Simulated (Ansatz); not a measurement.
A computed series for AgI: carrier doping

The reference is AgI in the zinc blende structure (space group F-43m, No. 216).

```xyz
2
Lattice="0.0000 3.3140 3.3140 3.3140 0.0000 3.3140 3.3140 3.3140 0.0000" Properties=species:S:1:pos:R:3 pbc="T T T"
Ag     0.0000     0.0000     0.0000
I      1.6570     1.6570     1.6570
```

Carriers are added at fixed cell with a uniform background; the Fermi–Dirac width is that of 300 K.

Method: Kohn–Sham DFT with the PBE functional, run in Ansatz (a quantum-chemistry and plane-wave program) with PAW and 420 eV plane waves, no spin-orbit coupling.

Candidates:
(a) holes 1.5×10^21 cm⁻³
(b) holes 1.0×10^21 cm⁻³
(c) holes 5.0×10^21 cm⁻³
(d) electrons 5.0×10^20 cm⁻³

Before the change:

The gap between the host's bands is 1.34 eV.

Question: Order them by gap between the host's bands, highest first.

Answer: (c) holes 5.0×10^21 cm⁻³ (1.60 eV), (a) holes 1.5×10^21 cm⁻³ (1.42 eV), (b) holes 1.0×10^21 cm⁻³ (1.40 eV), (d) electrons 5.0×10^20 cm⁻³ (1.32 eV)

Carriers are added with a uniform compensating background; total energy and stress of such cells depend on the potential's zero and are not compared; many-body gap narrowing is missing at this level. With I present, leaving out spin-orbit coupling can change the band edges. No phonon test of stability was made.
